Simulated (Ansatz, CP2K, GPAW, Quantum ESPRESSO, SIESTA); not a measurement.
Na₃BrO (P1, 5 atoms in the cell) computed with different codes at matched settings

Self-consistent single point, at a second geometry (atoms moved at random). First geometry:

```
CELL_PARAMETERS angstrom
      4.62379     0.00000     0.00000
      0.00000     4.62379     0.00000
      0.00000     0.00000     4.62379
ATOMIC_POSITIONS crystal
  Na 0.00000 0.50000 0.50000
  Na 0.50000 0.00000 0.50000
  Na 0.50000 0.50000 0.00000
  Br 0.00000 0.00000 0.00000
  O  0.50000 0.50000 0.50000
```

Second geometry:
```xyz
5
Lattice="4.6238 0.0000 0.0000 0.0000 4.6238 0.0000 0.0000 0.0000 4.6238" Properties=species:S:1:pos:R:3 pbc="T T T"
Na    -0.0222     2.2722     2.2843
Na     2.3370    -0.0142     2.2400
Na     2.3527     2.2962     0.0799
Br    -0.0243     0.0146    -0.0076
O      2.2925     2.3669     2.3391
```

Shared settings, as Ansatz (an electronic-structure program) writes them: kpoints.mp_grid.grid = 7 7 7; scf.occupations.method = fermi_dirac; scf.occupations.width = 0.0007 Ry. Potentials and cutoffs stand in the table.

```tsv
code	model	ΔF from the first geometry (meV/atom)	pressure (GPa)	largest force (eV/Å)	gap on the mesh (eV)	cutoff
SIESTA	LDA PW92, numerical atomic orbitals DZP, PseudoDojo LDA standard norm-conserving potentials (rewritten from UPF to PSML)	8.3	-4.29	0.404	1.831	grid 350 Ry
Ansatz	LDA (PW92), PAW files made with PBE	7.7	-3.66	0.379	1.709	default
GPAW	LDA (Perdew-Wang 92), GPAW PAW datasets LDA (gpaw-data 1.0.1)	7.8	–	0.385	1.713	900 eV
Quantum ESPRESSO	LDA (PZ), GBRV 1.5 ultrasoft (LDA) pseudopotentials	7.9	-3.32	0.392	1.708	40 Ry
CP2K	LDA (Pade form), GPW, DZVP-MOLOPT-SR-GTH basis, GTH-PADE potentials (GTH_POTENTIALS)	10.3	-3.12	–	1.734	grid 950 Ry
```

Size of the force on each atom (eV/Å): Sizes of forces hide their directions.

```csv
code,Na1,Na2,Na3,Br4,O5
SIESTA,0.213,0.253,0.404,0.076,0.357
Ansatz,0.187,0.241,0.379,0.070,0.315
GPAW,0.187,0.245,0.385,0.068,0.319
Quantum ESPRESSO,0.186,0.250,0.392,0.068,0.326
```

A dash marks a value that a program does not give, or that is left out as unsure.

Gaps are read on the mesh.

The spread over the programs that give each value: ΔF from the first geometry within 2.6 meV/atom; pressure within 1.17 GPa; largest force within 0.025 eV/Å; gap on the mesh within 0.123 eV.

SIESTA and CP2K use small atom-centred bases, whose incompleteness enters pressures, forces and empty levels differently from a plane-wave cutoff. Ansatz's pressure is given at a fixed set of plane waves, as the other plane-wave codes print theirs; with its correction for the finite basis it is -3.54 GPa. The pressure of GPAW is left out: its cutoff lies under the one at which its stress was checked. The same LDA comes in different parametrisations, which differ slightly. In the gap, SIESTA (by 0.122) lies more than 0.12 eV from the median of the plane-wave programs.

The starting cell comes from a database of computed structures (which also holds hypothetical and non-ambient phases and stackings), without a prior relaxation at this level. Its lattice was rescaled by a random factor within 2.5 % of one. For this run, on top of that: atoms moved at random.

Keys are those of Ansatz 0.2.
